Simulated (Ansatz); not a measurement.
Base system: SnO (space group P4/nmm, No. 129; a = 3.8371 Å, c = 4.7588 Å; layered, stacked along the Cartesian z axis). Axes: x, y, z lie along a, b, c of the conventional cell.

Computed with PBE-D3(BJ) (Ansatz, a program for electronic structure), no spin-orbit coupling.

For the base:

| Quantity | Value |
|---|---|
| Pressure | 0.0 GPa |
| Shortest interatomic distance | 2.241 Å |

Now apply this change: uniaxial strain ε_zz = −1.80 %, all other strain components held at zero; the atoms relax in the strained cell.

Q: Estimate the effect on the pressure, shortest interatomic distance and energy relative to the base.

A: The pressure (mean of the normal stresses, compression positive) goes from zero to 0.5 GPa; the shortest interatomic distance falls by 0.002 Å to 2.239 Å; the energy rises by 0.8 meV/atom.

Whether these cells are dynamically stable was not tested. All final runs are without spin polarisation.
